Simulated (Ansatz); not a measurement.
# RuIr (model structure, started from the CsCl type, Pm-3m, No. 221, 2 atoms in the cell)

The numbers are results of LDA (plane waves, PAW; Ansatz, a first-principles code), not measurements.

Numerical settings: plane-wave cutoff 520 eV, 18×18×18 k mesh, Fermi–Dirac smearing 0.05 eV, no spin polarisation, scalar-relativistic PAW data made under PBE.

Cell (relaxed at this level):

```
IrRu
1.0
    3.03016     0.00000     0.00000
    0.00000     3.03016     0.00000
    0.00000     0.00000     3.03016
Ru Ir
1 1
Cartesian
  0.00000   0.00000   0.00000
  1.51508   1.51508   1.51508
```

```yaml
bulk modulus B0: 345 GPa
```

Note: the run has no spin polarisation, so it can have missed a magnetic state; the bulk modulus is −V dP/dV from two relaxed cells at ±2 % in volume; the relaxation could raise the start's symmetry but not lower it, so the cell can be a saddle point.

Spin–orbit coupling is not included.

Computing time: very roughly 50 core-seconds.

A model structure was made by putting elements into a prototype or built by hand; it is no filed structure, need not be a known phase, and can be a saddle point held by its symmetry.
